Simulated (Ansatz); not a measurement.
**GaAs: response to strain**

Base system: GaAs in the zinc blende structure (space group F-43m, No. 216; a = 5.667 Å). Axes: x, y, z lie along the cube axes.

Strains are applied to the cell and any free atomic positions relax.

Computed with plane-wave PAW DFT at the r2SCAN level (Ansatz, a first-principles code, 500 eV), no SOC.

Notes on the quantities. pressure: mean of the normal stresses, compression positive.

| change | pressure | band gap | electron mass |
|---|---|---|---|
| base | 0.0 kbar | 0.96 eV | 0.051 mₑ (at Γ) |
| uniaxial strain ε_zz = +0.50 % | -3.5 kbar | 0.91 eV | 0.049 mₑ (at Γ) |
| uniaxial strain ε_zz = +1.00 % | -7.0 kbar | 0.86 eV | – |
| uniaxial strain ε_zz = +1.50 % | -10.4 kbar | … | 0.047 mₑ along z, 0.044 mₑ across (at Γ) |
| uniaxial strain ε_zz = +2.00 % | -13.7 kbar | 0.76 eV | … |
| uniaxial strain ε_zz = +2.50 % | -16.9 kbar | 0.71 eV | 0.045 mₑ along z, 0.040 mₑ across (at Γ) |
| uniaxial strain ε_zz = +3.00 % | -20.0 kbar | 0.66 eV | 0.043 mₑ along z, 0.037 mₑ across (at Γ) |

Q: Fill in the withheld entries from the trend.

A: 
- uniaxial strain ε_zz = +1.50 %, band gap: 0.81 eV
- uniaxial strain ε_zz = +2.00 %, electron mass: 0.046 mₑ along z, 0.042 mₑ across (at Γ)

Masses are band curvatures over ±0.01 Å⁻¹ around the edge. Whether these cells are dynamically stable was not tested.
